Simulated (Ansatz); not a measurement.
Results of HSE06 in Ansatz (PAW) for HfCl₄ (P2/c, No. 13).

Settings: plane-wave cutoff 500 eV, 4×4×4 k mesh, gaussian smearing 0.02 eV, scalar-relativistic PAW data made under PBE.

Cell (relaxed with PBEsol):

```
CELL_PARAMETERS angstrom
      6.62453     0.00000     0.10687
      0.00000     7.76815     0.00000
     -1.90285     0.00000     5.87528
ATOMIC_POSITIONS crystal
  Hf 0.50000 0.65420 0.75000
  Hf 0.50000 0.34580 0.25000
  Cl 0.28661 0.39841 0.51097
  Cl 0.71339 0.60159 0.48903
  Cl 0.71339 0.39841 0.98903
  Cl 0.28661 0.60159 0.01097
  Cl 0.25852 0.15527 0.03187
  Cl 0.74148 0.84473 0.96813
  Cl 0.74148 0.15527 0.46813
  Cl 0.25852 0.84473 0.53187
```

**Question.** Predict the band gap.

**Answer.** 
- band gap: 5.46 eV (on the SCF k mesh)

Note: cell and atoms aren't relaxed at this level (pressure 1.0 GPa); the cell has widely spaced layers and the level no dispersion term, so their spacing and the moduli can rest on weak binding.

Spin–orbit coupling is not included.

Computed values are for the static lattice.

Ansatz is a quantum-chemistry and plane-wave program.
